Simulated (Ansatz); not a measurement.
For Ge₃Si (I4/mmm, No. 139, 4 atoms in the cell; start mp-1187004), PBE-D3(BJ) in Ansatz (plane waves, PAW) gives:

```
Quantity                   Value
------------------  ------------
lattice constant a       3.904 Å
c axis length            9.279 Å
cohesive energy     3.86 eV/atom
```

### Question
What does r²SCAN (Ansatz, a quantum-chemistry and plane-wave program, PAW) give for the same quantities?

### Answer

- lattice constant a: 3.772 Å (decreases by 3.4 %)
- lattice parameter c: 10.286 Å (goes up by 11 %)
- cohesive energy: 3.42 eV/atom (decreases by 0.44 eV/atom)

Changes are worked out from the printed values.

Unless a cell is named, each level is at its own relaxed cell (PBE-D3(BJ) 17.68, r²SCAN 18.29 Å³/atom).

Caveats: a distance lies near a switch of the dispersion term, which can move the cell (PBE-D3(BJ)); the relaxation could not lower the start's symmetry, so the cell can be a saddle point above a distorted one (PBE-D3(BJ), r²SCAN). Ansatz's density-functional and Hartree–Fock values are scalar-relativistic unless marked +SOC, with PAW data made under PBE.

A start named mp-… is a Materials Project structure, which need not be a measured phase.
